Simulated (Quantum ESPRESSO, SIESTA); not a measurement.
A SIESTA input for a self-consistent single point of W (Im-3m, 1 atom in the cell) (DFT, GGA PBE, numerical atomic orbitals DZP, PseudoDojo PBE standard norm-conserving potentials (rewritten from UPF to PSML)):

```
# files in the folder: W.psml (PseudoDojo PBE standard)
SystemName  W
SystemLabel W

NumberOfAtoms                1
NumberOfSpecies              1
%block ChemicalSpeciesLabel
  1 74 W
%endblock ChemicalSpeciesLabel
LatticeConstant              1.0 Ang
%block LatticeVectors
    -1.514955000    1.514955000    1.514955000
     1.514955000   -1.514955000    1.514955000
     1.514955000    1.514955000   -1.514955000
%endblock LatticeVectors
AtomicCoordinatesFormat      Fractional
%block AtomicCoordinatesAndAtomicSpecies
     0.000000000    0.000000000    0.000000000  1
%endblock AtomicCoordinatesAndAtomicSpecies

XC.functional                GGA
XC.authors                   PBE
PAO.BasisSize                DZP
PAO.EnergyShift              0.005 Ry
MeshCutoff                   300 Ry
%block kgrid.MonkhorstPack
   12   0   0  0.0
    0  12   0  0.0
    0   0  12  0.0
%endblock kgrid.MonkhorstPack
OccupationFunction           FD
ElectronicTemperature        0.1 eV

MaxSCFIterations             150
SCF.Mixer.Method             Broyden
SCF.Mixer.Weight             0.2
SCF.Mixer.History            8
SCF.DM.Tolerance             1.0E-05
Diag.ParallelOverK           true
WriteForces                  true
Charge.Mulliken              end
```

Problem. Write the same calculation as an input for Quantum ESPRESSO.

Solution. This is the input that was run; spellings and numerical settings could be chosen otherwise.

```fortran
&control
  calculation = 'scf',
  prefix = 'run',
  outdir = './out',
  pseudo_dir = './',
  tprnfor = .true.,
  tstress = .true.,
/
&system
  ibrav = 3,
  celldm(1) = 5.72570008,
  nat = 1,
  ntyp = 1,
  ecutwfc = 75,
  occupations = 'smearing',
  smearing = 'fermi-dirac',
  degauss = 0.0073499,
/
&electrons
  conv_thr = 1.0d-10,
/
ATOMIC_SPECIES
W    183.8400  W.upf
ATOMIC_POSITIONS alat
W     0.00000000    0.00000000    0.00000000
K_POINTS automatic
12 12 12  0 0 0
```

Basis settings and potentials, where a program has them, do not carry over. This input uses DFT, PBE, plane waves, PseudoDojo standard norm-conserving (PBE) pseudopotentials. Both were run: pressure 68.15 GPa in SIESTA and 60.33 in Quantum ESPRESSO.

On Quantum ESPRESSO: the starting cell has typed, rounded lattice constants, without a prior relaxation at this level. Its lattice was rescaled by a random factor within 2.5 % of one. For this run, on top of that: lattice scaled by 0.98. Spin polarisation is off. With a pressure of about 60 GPa the cell is away from its equilibrium volume at this level.

On SIESTA: the starting cell has typed, rounded lattice constants, without a prior relaxation at this level. Its lattice was rescaled by a random factor within 2.5 % of one. For this run, on top of that: lattice scaled by 0.98. Spin polarisation is off. Values carry the incompleteness of an atom-centred basis. With a pressure of about 68 GPa the cell is away from its equilibrium volume at this level.
